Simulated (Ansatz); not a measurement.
Functionals compared on the (221) surface of bcc Li in its 1x1 cell, outermost plane spacing 0.57 Å in the ideal cut, in Ansatz (plane waves, PAW). The structure was relaxed with PBE; the other rows are single points on it, each with its references at the same level. Cutoff 420 eV (500 eV for r2SCAN).

Model: 19-atom slab, 10.3 Å thick at the start (thin: gaps and levels are the slab's own), 8x5x1 mesh, Fermi-Dirac 0.1 eV, dipole correction, all atoms relaxed; held to the part of the start's symmetry that mesh and held atoms allow; no spin, no spin-orbit, no U. These notes are the PBE run's.

```tsv
functional	surface energy (J/m²)	work function of the top face (eV)	rough cost of the single point
PBE	0.53	2.86	–
LDA	0.58	2.94	roughly 80 core-seconds
PBEsol	0.55	2.88	about 80 core-seconds (a rough figure)
RPBE	0.50	2.82	very roughly 80 core-seconds
r2SCAN	0.54	2.83	roughly 2.5 core-minutes
```

Ansatz is a first-principles code.
